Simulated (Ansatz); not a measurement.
Consider SnO in the litharge type structure (space group P4/nmm, No. 129; a = 3.793 Å, c = 4.764 Å; layered, stacked along the Cartesian z axis). Axes: x, y, z lie along a, b, c of the conventional cell.

Structures relaxed with r2SCAN+rVV10 (Ansatz, a program for electronic structure, PAW, no spin-orbit coupling), earlier PAW set.

Base:

Simulated powder pattern, Cu Kα1, λ = 1.54056 Å (kinematic, ideal powder, no thermal factors, no anomalous dispersion; the 14 strongest lines at most, above 2 %, up to 2θ = 90°):

| 2θ (°) | I/Imax (%) | hkl |
|---|---|---|
| 18.61 | 3.8 | (001) |
| 30.09 | 100 | (101) |
| 33.38 | 28 | (110) |
| 37.73 | 10.0 | (002) |
| 47.93 | 17 | (200) |
| 51.25 | 28 | (112) |
| 57.64 | 31 | (211) |
| 62.55 | 9.3 | (202) |
| 63.45 | 11 | (103) |
| 70.12 | 5.2 | (220) |
| 78.15 | 6.2 | (301) |
| 79.92 | 4.8 | (310) |
| 82.48 | 4.4 | (222) |
| 83.28 | 10 | (213) |

Modification: the cell is compressed by 1.03 % along z with no lateral relaxation, atoms relaxed at fixed cell.

After the change:

Simulated powder pattern, Cu Kα1, λ = 1.54056 Å (kinematic, ideal powder, no thermal factors, no anomalous dispersion; the 14 strongest lines at most, above 2 %, up to 2θ = 90°):

| 2θ (°) | I/Imax (%) | hkl |
|---|---|---|
| 18.80 | 3.3 | (001) |
| 30.22 | 100 | (101) |
| 33.38 | 28 | (110) |
| 38.14 | 9.8 | (002) |
| 47.93 | 17 | (200) |
| 51.57 | 27 | (112) |
| 57.71 | 31 | (211) |
| 62.84 | 9.4 | (202) |
| 64.08 | 11 | (103) |
| 70.12 | 5.2 | (220) |
| 78.22 | 6.3 | (301) |
| 79.92 | 4.8 | (310) |
| 82.73 | 4.4 | (222) |
| 83.85 | 10 | (213) |

The indices refer to the base's conventional cell; one index is shown for lines that coincide.

The cells carry an imposed strain or load. Whether these cells are dynamically stable was not tested. The final runs are not spin-polarised.
